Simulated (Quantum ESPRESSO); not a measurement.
Quantum ESPRESSO is run on SiO2 (I2_12_12_1, 12 atoms in the cell), and the run fails. The aim is a self-consistent single point with DFT, LDA (PZ), plane waves, GBRV 1.5 ultrasoft (LDA) pseudopotentials.

Cell that was meant: a = 8.1750 Å, b = 8.1750 Å, c = 8.1750 Å, α = 150.61°, β = 147.66°, γ = 44.27°.

Part of the input:

```fortran
 nat = 12
 ntyp = 2
 ecutwfc = 40
 ecut_rho = 200
 occupations = 'smearing'
 smearing = 'fd'
 degauss = 0.000734986
```

Output (repeated stretches shortened):

```
     This program is part of the open-source Quantum ESPRESSO suite
     for quantum simulation of materials; please cite

 %%%%%%%%%%%%%%%%%%%%%%%%%%%%%%%%%%%%%%%%%%%%%%%%%%%%%%%%%%%%%%%%%%%%%%%%%%%%%%
     Error in routine  read_namelists (1):
      bad line in namelist &system: " ecut_rho = 200" (error could be in the previous line)
 %%%%%%%%%%%%%%%%%%%%%%%%%%%%%%%%%%%%%%%%%%%%%%%%%%%%%%%%%%%%%%%%%%%%%%%%%%%%%%

     stopping ...
```

Problem. Read the log: what does the program object to, and what is the fix?

Solution. The fault is a keyword that the program does not know. The program does not know a key of this name. To fix it, use the program's own name for the key. The program stopped before any SCF iteration.

An input that runs soundly differs in these lines (not the only fix; some lines may just follow from the change or write a value another way):
```diff
- ecut_rho = 200
+ ecutrho = 200
```

With that input, the run converged in 12 iterations: free energy E − TS -4054.9263 eV; top of the valence band (on the code's own zero) 2.60 eV; gap on the k-point mesh 5.62 eV; pressure 6.57 GPa; largest force (vector length) 0.725 eV/Å (DFT, LDA (PZ), plane waves, GBRV 1.5 ultrasoft (LDA) pseudopotentials).

On the sound input: the starting cell comes from a database of computed structures (which also holds hypothetical and non-ambient phases and stackings), without a prior relaxation at this level. Its lattice was rescaled by a random factor within 2.5 % of one. With a pressure of about 7 GPa the cell is away from its equilibrium volume at this level.
